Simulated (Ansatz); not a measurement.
## What uniaxial strain ε_zz = −0.60 % does to CdS

The parent structure is CdS in the wurtzite structure (space group P6_3mc, No. 186; a = 4.196 Å, c = 6.830 Å). Axes: x lies along a and z along c of the hexagonal cell.

Now apply this change: the cell is compressed by 0.60 % along z with no lateral relaxation, atoms relaxed at fixed cell.

Method: Ansatz (an electronic-structure program), PBE, PAW, cutoff 420 eV, spin-orbit coupling left out. Settings: 9×9×5 k-points, 0.05 eV Fermi–Dirac smearing.

```json
[
 {"quantity": "volume per atom", "base": "26.04 Å³", "changed": "25.88 Å³", "shift": "-0.16 Å³"},
 {"quantity": "space group", "base": "P6_3mc (No. 186)", "changed": "P6_3mc (No. 186)", "shift": "–"},
 {"quantity": "shortest interatomic distance", "base": "2.565 Å", "changed": "2.561 Å", "shift": "-0.0046 Å"},
 {"quantity": "energy relative to the base (free energy F)", "base": "0 meV/atom", "changed": "+0.2 meV/atom", "shift": "+0.2 meV/atom"},
 {"quantity": "pressure (mean of the normal stresses, compression positive)", "base": "0.00 GPa", "changed": "0.32 GPa", "shift": "+0.325 GPa"},
 {"quantity": "band gap", "base": "1.11 eV", "changed": "1.14 eV", "shift": "+0.024 eV"},
 {"quantity": "gap character", "base": "direct at Γ", "changed": "direct at Γ", "shift": "–"},
 {"quantity": "electron mass", "base": "0.12 mₑ along c, 0.13 mₑ across (at Γ)", "changed": "0.12 mₑ along z, 0.13 mₑ across (at Γ)", "shift": "–"},
 {"quantity": "valence-band top at Γ (three highest levels, from the VBM)", "base": "0.00, 0.00, -0.04 eV", "changed": "0.00, 0.00, -0.02 eV", "shift": "–"},
 {"quantity": "stress (xx, yy, zz, yz, xz, xy; compression positive)", "base": "–", "changed": "(0.23, 0.23, 0.51, 0.00, 0.00, 0.00) GPa", "shift": "–"}
]
```

Masses are band curvatures over ±0.01 Å⁻¹ around the edge. Whether these cells are dynamically stable was not tested.
